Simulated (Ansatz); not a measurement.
# A computed series for GaP: response to strain

The reference is GaP in the zinc blende structure (space group F-43m, No. 216; a = 5.451 Å).

Strains are applied to the cell and any free atomic positions relax.

The values are results of r2SCAN in Ansatz (plane waves to 500 eV, PAW, without spin-orbit coupling), not measurements.

```tsv
case	pressure	band gap	smallest direct gap
base	0.00 GPa	1.85 eV	2.36 eV
isotropic strain −3.00 %	9.79 GPa	1.67 eV	3.18 eV
isotropic strain −2.50 %	7.87 GPa	1.70 eV	3.04 eV
isotropic strain −2.00 %	6.08 GPa	1.73 eV	2.90 eV
isotropic strain −1.50 %	?	?	?
isotropic strain −1.00 %	2.83 GPa	1.79 eV	2.63 eV
isotropic strain −0.50 %	1.37 GPa	1.82 eV	2.50 eV
```

Fill in the withheld entries from the trend.


- isotropic strain −1.50 %, pressure: 4.40 GPa
- isotropic strain −1.50 %, band gap: 1.76 eV
- isotropic strain −1.50 %, smallest direct gap: 2.77 eV

Stability against distortions was not tested.

Ansatz is an electronic-structure program.
